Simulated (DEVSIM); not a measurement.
Device: illuminated GaAs p-on-n cell, one wavelength, at 300 K.

Layer 1 from the left is GaAs, thickness (μm) 0.440, Na (cm⁻³) 6.6e17, τn (s) 1.4e-8, τp (s) 1.4e-9, absorption coefficient (cm⁻¹) 7000. Layer 2 from the left is GaAs, thickness (μm) 0.660, Nd (cm⁻³) 5e16, τn (s) 2.7e-8, τp (s) 2.7e-8, absorption coefficient (cm⁻¹) 7000.

Left contact: ohmic, minority electron recombination velocity 8000 cm/s. Right contact: ohmic, minority hole recombination velocity 3000 cm/s. Voltage is applied to the left contact. Recombination: SRH at mid-gap, radiative, Auger. Light enters at the left, 2.6e16 photons cm⁻² s⁻¹, one pass, no reflection. Mobility is μmin + (μ − μmin)/(1 + (N/Nref)^α).

The device is made up for the run: typed textbook-type constants, with dimensions and the other settings drawn at random. Values at 300 K.

GaAs: gap (eV) 1.424, affinity (eV) 4.07, permittivity 12.9, Nc (cm⁻³) 4.7e17, Nv (cm⁻³) 9e18, μn (cm²/Vs) 8500, μp (cm²/Vs) 400, μn,min 500, μp,min 20, Nref,n 6e16, Nref,p 1.5e17, αn 0.39, αp 0.38, B (cm³/s) 2e-10, Cn (cm⁶/s) 1e-30, Cp (cm⁶/s) 1e-30.

Model (solved in DEVSIM): 1D drift-diffusion, Boltzmann statistics, complete ionisation; no tunnelling, impact ionisation, image-force lowering or self-heating.

Question: What does the simulation give for the largest field in the device at zero bias, the dark forward voltage at 100 A/cm²?

Answer: largest field in the device at zero bias 130000 V/cm; dark forward voltage at 100 A/cm² 1.253 V.
